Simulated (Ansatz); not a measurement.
Consider TiO2 in the anatase structure (space group I4_1/amd, No. 141).

```
CELL_PARAMETERS angstrom
     -1.88489     1.88489     4.77588
      1.88489    -1.88489     4.77588
      1.88489     1.88489    -4.77588
ATOMIC_POSITIONS crystal
  Ti 0.50000 0.50000 0.00000
  Ti 0.25000 0.75000 0.50000
  O  0.29247 0.29247 0.00000
  O  0.04247 0.54247 0.50000
  O  0.45753 0.95753 0.50000
  O  0.70753 0.70753 0.00000
```

Cartesian axes are those of the cell as printed.

Method: PBEsol (Ansatz, a first-principles code, PAW, no spin-orbit coupling).

Before the change:

* **Band gap**: 2.11 eV
* **Pressure**: 0.00 GPa

One thing is altered: uniaxial strain ε_xx = −0.46 %, all other strain components held at zero; the atoms relax in the strained cell.

Q: Predict the new band gap.

A: The band gap increases by 0.01 eV (2.11 eV → 2.12 eV).

Q: Predict the new pressure.

A: The pressure (mean of the normal stresses, compression positive) goes from zero to 1.04 GPa.

Gaps are Kohn–Sham eigenvalue differences; semilocal functionals usually give less than the measured gap. Stability against distortions was not tested. All final runs are without spin polarisation.
